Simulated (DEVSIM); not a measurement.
System: illuminated Si n-on-p cell, one wavelength, at 300 K.

Layer 1 from the left is Si, thickness (μm) 0.430, Nd (cm⁻³) 1.3e18, τn (s) 7.7e-6, τp (s) 1.4e-5, absorption coefficient (cm⁻¹) 29000. Layer 2 from the left is Si, thickness (μm) 50.0, Na (cm⁻³) 5.8e16, τn (s) 2.4e-5, τp (s) 2.4e-5, absorption coefficient (cm⁻¹) 29000.

Left contact: ohmic, minority hole recombination velocity 30000 cm/s. Right contact: ohmic, minority electron recombination velocity 1e5 cm/s. Voltage is applied to the left contact. Recombination: SRH at mid-gap, radiative, Auger. Light enters at the left, 8.9e17 photons cm⁻² s⁻¹, one pass, no reflection. Mobility is constant in doping.

The device is made up for the run: typed textbook-type constants, with dimensions and the other settings drawn at random. Values at 300 K.

Si: gap (eV) 1.124, affinity (eV) 4.05, permittivity 11.7, Nc (cm⁻³) 2.86e19, Nv (cm⁻³) 3.1e19, μn (cm²/Vs) 1417, μp (cm²/Vs) 470, B (cm³/s) 4.7e-15, Cn (cm⁶/s) 2.8e-31, Cp (cm⁶/s) 9.9e-32.

DEVSIM, 1D drift-diffusion, Boltzmann statistics, complete ionisation; no tunnelling, impact ionisation, image-force lowering or self-heating.

Dark forward current:

```tsv
|V| (V)	|J| (A/cm²)
0.10	3.618e-10
0.15	1.566e-9
0.20	7.958e-9
0.25	4.687e-8
0.30	3.014e-7
0.35	2.022e-6
0.40	1.381e-5
0.45	9.501e-5
0.50	0.0006557
0.55	0.004532
0.60	0.03132
0.65	0.2162
0.70	1.478
0.75	9.508
0.80	49.22
0.85	177.3
0.90	461.3
0.95	956.2
1.00	1701
1.05	2720
```

**Question.** Work out the local ideality factor n = ΔV / (kT/q · ln(J2/J1)) between the rows 0.15 and 0.20 V, 0.50 and 0.55 V, 1.00 and 1.05 V.

**Answer.** kT/q = 25.85 mV. From 0.15 to 0.20 V: ln(7.958e-9/1.566e-9) = 1.626, n = 1.19. From 0.50 to 0.55 V: ln(0.004532/0.0006557) = 1.933, n = 1.00, near the 1 of diffusion or emission over a barrier. From 1.00 to 1.05 V: ln(2720/1701) = 0.469, n = 4.12.

**Question.** What current could the absorbed light give at most, and what share is collected?

**Answer.** Σ αd = 146, so qΦ(1 − exp(−Σ αd)) = 143 mA/cm². The simulated short-circuit current is 136.5 mA/cm², a share of 0.96.

**Question.** Estimate the open-circuit voltage by superposition: the voltage at which the dark current equals that short-circuit current.

**Answer.** Interpolating ln J in the table gives 0.638 V. The simulation gives 0.638 V, the same within the digits that matter. Superposition holds where collection doesn't change with voltage.

**Question.** Estimate the fill factor from FF0 = (v − ln(v + 0.72))/(v + 1), v = qVoc/(nkT), with n from the dark curve.

**Answer.** The rows about Voc, 0.60 and 0.65 V, give n = 1.00, so v = 24.7 and FF0 = 0.835. The simulation gives 0.835, the same within the digits that matter.
